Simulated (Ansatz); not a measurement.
Input:

```
C
1.0
    0.06788     1.84051     1.84051
    1.84051     0.06788     1.84051
    1.84051     1.84051     0.06788
C
2
Cartesian
 -0.00089  -0.00089  -0.00089
  0.93811   0.93811   0.93811
```

These are r2SCAN, rigid bands (plane waves, PAW, scalar-relativistic; Ansatz, an electronic-structure program) values and carry that method's errors. Condition of this run: uniaxial stress along [111] of -55 GPa (compression positive) (the target of the relaxation). Geometry: cell and atoms relaxed with PBEsol, then loaded as said.

**Question.** What conductivity effective mass do dilute holes have at 300 K?

**Answer.** 0.45 mₑ.

**Question.** What conductivity effective mass do dilute electrons have at 300 K?

**Answer.** 0.41 mₑ.

**Question.** And the band gap?

**Answer.** 4.13 eV at this level; semilocal functionals usually fall short of the measured gap.

Rigid bands, one relaxation time for all states, no polarons. Spin-orbit coupling is left out. Geometry: cell and atoms relaxed with PBEsol.
